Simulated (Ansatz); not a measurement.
## Hypothetical fluorite TeO2, pressure series

Take TeO2 in the fluorite structure (space group Fm-3m, No. 225; a = 5.3353 Å; a hypothetical phase, not in the database extracts checked) as the base.

Cell and atoms are relaxed at each pressure.

Method: r2SCAN (Ansatz, an electronic-structure program; PAW; 500 eV plane waves; no SOC).

Candidates:
(a) pressure 4.2 GPa
(b) pressure 9 GPa
(c) pressure 45 GPa

For the base:

| Property | Result |
|---|---|
| Smallest direct gap | 2.91 eV |

Task: Order them by smallest direct gap, highest first.

Result: (c) pressure 45 GPa (3.14 eV), (b) pressure 9 GPa (3.03 eV), (a) pressure 4.2 GPa (2.98 eV)

Spin-orbit coupling, missing from the scalar runs, can matter with Te. Load acts through the strain it causes; cell and atoms are relaxed under it. No phonon test of stability was made. No other phases were tried under pressure.
